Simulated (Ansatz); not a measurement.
Abridged Ansatz (a first-principles code) output:

```
Relaxation: its limit of steps is 60 (relax.max_steps)
Pseudopotential: Mg, paw, valence charge 10
Crystal: 2 atoms, lattice volume = 45.550 Å³
Basis set: ecut = 420 eV, 893 PW (Γ), exchange–correlation on 48×48×72 points (8 copies of the dense FFT grid, shifted against one another)
Bands: 14, of which v1, the nominal top of the filled ones, is band 10 counted from 1 (9 counted from 0)
Symmetry: 24 space group operations
k-points: 165 of 2601
Functional: x = pbe(κ = 0.804, μ = 0.2195149727645171), c = pbe(β = 0.06672455060314922)
SCF iter   1: F=—  HF=-3847.620899 eV  |F-HF|=—  |Δ(HF+E_count)|=         —  Δρ=1.32e-2  dr2=1.07e-1  ethr=3.10e-3  ⟨swp⟩=6.0  Hψ=12412  notcnv=0
SCF iter   2: F=—  HF=-3847.620310 eV  |F-HF|=—  |Δ(HF+E_count)|=   5.88e-4  Δρ=9.55e-3  dr2=5.65e-2  ethr=5.35e-4  ⟨swp⟩=2.0  Hψ=4215  notcnv=0
SCF 1 converged in 6 iterations: F = -3847.609432 eV  dr2 = 8.29e-10
relax step   1: F+E_penalty+E_count = -3847.60943228 eV  Δ(F+E_penalty+E_count) = +0.000e0 eV  max|allowed force component| = 2.544e-17 eV/Å  Δτ_max = 0.0000 Å  P = +0.301 GPa  Ω = 45.550 Å³  (6 SCF iters, dr2 threshold 1.00e-7 eV, accepted)
[... steps on the carried basis left out ...]
relax step   4: F+E_penalty+E_count = -3847.60794221 eV  Δ(F+E_penalty+E_count) = +2.263e-5 eV  max|allowed force component| = 6.476e-17 eV/Å  Δτ_max = 0.0000 Å  P = +0.701 GPa  Ω = 45.073 Å³  stress off target by 3.48e-3 GPa  SCF on the basis re-selected at this cell (its energy is not comparable with the rows above)  (4 SCF iters)
SCF converged after 4 iterations
Free energy (F): -3847.607942 eV
Internal energy: -3847.602552 eV  (E = F + TS)
E sigma→0 (E₀):  -3847.605247 eV
Entropy (-TS):   -0.005390 eV (-2.695 meV/atom)
Fermi energy:    5.787674 eV
--- Forces (eV/Å), atoms counted from 1 ---
  atom   1  Mg     0.00000000     0.00000000     0.00000000
  atom   2  Mg    -0.00000000    -0.00000000     0.00000000
--- Stress (GPa, compression-positive) ---
        0.703481      -0.000000       0.000000
       -0.000000       0.703481       0.000000
        0.000000       0.000000       0.697510
  P = ⅓ Tr σ = 0.7015 GPa (7.015 kbar)
--- Relaxed structure (3 steps of the walk, 3 accepted, 1 SCFs on fresh bases) ---
  cell:  # Å, volume = 45.0727 Å³
    - [3.1668779584053475, -1.71365988052554e-34, 0.0]
    - [-1.5834389792026737, 2.7425967626640295, 0.0]
    - [0.0, 0.0, 5.189438705041463]
  atoms:
    - { symbol: Mg, position: [0.3333333333333333, 0.6666666666666666, 0.7499999999999999] }
    - { symbol: Mg, position: [0.6666666666666666, 0.3333333333333333, 0.24999999999999997] }
```

What was computed, and what are the main results?

Mg, 2 atoms in the cell, with Ansatz, PBE, PAW, cutoff 420 eV, no spin-orbit coupling, earlier PAW set, from a series relaxed to a target (pressure 0.7 GPa). The last SCF converged to F = -3847.607942 eV, or -1923.8040 eV per atom, at a pressure of 0.70 GPa. The total energy compares only with runs of the same code, potentials and settings.

Load acts through the strain it causes; cell and atoms are relaxed under it. Stability against distortions was not tested. The cell was made from Mg in the hcp (Mg type) structure (space group P6_3/mmc, No. 194) by this change: pressure 0.7 GPa.

Keys are those of Ansatz 0.2.
